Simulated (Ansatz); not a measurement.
L1₀ (CuAu-type) CuAu

Level of theory: PBEsol (Ansatz, an electronic-structure program, plane waves, PAW).

Settings: plane-wave cutoff 520 eV, 20×20×16 k mesh (along the axes of the cell as run), Fermi–Dirac smearing 0.05 eV, no spin polarisation, scalar-relativistic PAW data made under PBE.

Cell (relaxed at this level):

```yaml
crystal:
  lattice:
    - [2.81015, 0.00000, 0.00000]
    - [0.00000, 2.81015, 0.00000]
    - [0.00000, 0.00000, 3.59931]
  atoms:
    - { symbol: Cu, position: [0.00000, 0.00000, 0.00000] }
    - { symbol: Au, position: [0.50000, 0.50000, 0.50000] }
```

```
Item                                          Value
------------------------------------------  -------
bulk modulus B0                             171 GPa
band gap                                       none
pressure derivative B′ of the bulk modulus      5.4
```

Note: the bulk modulus comes from volumes at which shape and atoms were relaxed.

Spin–orbit coupling is not included; it can shift volumes and moduli of such heavy elements.

Static lattice: no zero-point or thermal effects.

It cost roughly 10 core-minutes of CPU time.
